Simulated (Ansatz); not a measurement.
Take TaC in the rock salt structure (space group Fm-3m, No. 225; a = 4.440 Å; relaxed with 0.1 eV smearing) as the base. Axes: x, y, z lie along the cube axes.

Computed with DFT with PBEsol, PAW potentials and a 420 eV plane-wave cutoff in Ansatz (a first-principles code), no spin-orbit coupling, earlier PAW set.

For the base:

- Volume per atom = 10.94 Å³

Perturbation: uniaxial stress, 5 GPa compression along x; all other stress components relax to zero.

Task: Estimate the effect on the volume per atom, energy relative to the base and mean lateral Poisson ratio.

Result: The volume per atom falls by 0.05 Å³ (10.94 Å³ → 10.89 Å³); the energy rises by 1.1 meV/atom; the mean lateral Poisson ratio comes out as 0.14.

Load acts through the strain it causes; cell and atoms are relaxed under it. Stability under load was not tested beyond the relaxation. The final runs are not spin-polarised. An odd electron count without spin: TaC.
